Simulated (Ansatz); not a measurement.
For CuI (P-3m1, No. 164, 4 atoms in the cell; start mp-570081; a measured phase of this formula has another space group), LDA (plane waves, PAW; Ansatz, a first-principles code) gives:

```
Property                               Value
------------------------------  ------------
equilibrium lattice constant a       4.007 Å
c axis length                        7.015 Å
cohesive energy                 3.34 eV/atom
band gap                             1.56 eV
```

Problem. What does r²SCAN+rVV10 (plane waves, PAW; Ansatz) give for the same quantities?

Solution. 
- lattice constant a: 4.095 Å (grows by 2.2 %)
- lattice parameter c: 7.214 Å (increases by 2.8 %)
- cohesive energy: 2.97 eV/atom (decreases by 0.37 eV/atom)
- band gap: 2.09 eV (rises by 0.53 eV)

Changes are worked out from the printed values.

Unless a cell is named, each level is at its own relaxed cell (LDA 24.39, r²SCAN+rVV10 26.19 Å³/atom).

Levels without +SOC leave out spin–orbit coupling, which shifts energies and cells of such heavy elements.

Levels without +SOC have no spin–orbit coupling; where heavier elements are present it shifts gaps, mostly down, and can invert bands. Density-functional gaps are differences of (generalised) Kohn–Sham levels.

Caveats: the relaxation could not lower the start's symmetry, so the cell can be a saddle point above a distorted one (LDA, r²SCAN+rVV10). Ansatz's density-functional and Hartree–Fock values are scalar-relativistic unless marked +SOC, with PAW data made under PBE.

A start named mp-… is a Materials Project structure, which need not be a measured phase.
